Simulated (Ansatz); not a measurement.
The starting structures come from a database of crystals and need not be the phases stable at ambient conditions.

Inside the gap of an insulator the Bloch states are evanescent, with a wavenumber k + iκ along the transport direction.

Given:

```
CELL_PARAMETERS angstrom
      3.20542     0.00000     0.00000
      0.00000     4.81353     0.00000
      0.00000     0.00000     4.81353
ATOMIC_POSITIONS crystal
  Hf 0.00000 0.00000 0.00000
  Hf 0.50000 0.50000 0.50000
  O  0.50000 0.80504 0.19496
  O  0.50000 0.19496 0.80504
  O  0.00000 0.69496 0.69496
  O  0.00000 0.30504 0.30504
```

The cell is taken as given; by r2SCAN it stands under a pressure of 3.6 GPa.

Transport runs along the normal of the first two printed cell vectors, the (100) plane of the conventional cell.

The gap is the functional's own, uncorrected, and κ follows it; spin-orbit coupling is left out. Mid-gap means the computed energy nearest the middle.

Q: Compute, with r2SCAN (Ansatz, a quantum-chemistry and plane-wave program), the band gap and the smallest decay constant κ at mid-gap.

A: Gap 4.59 eV on a 10×6×6 mesh; κ = 0.411 1/Å, at the zone centre.
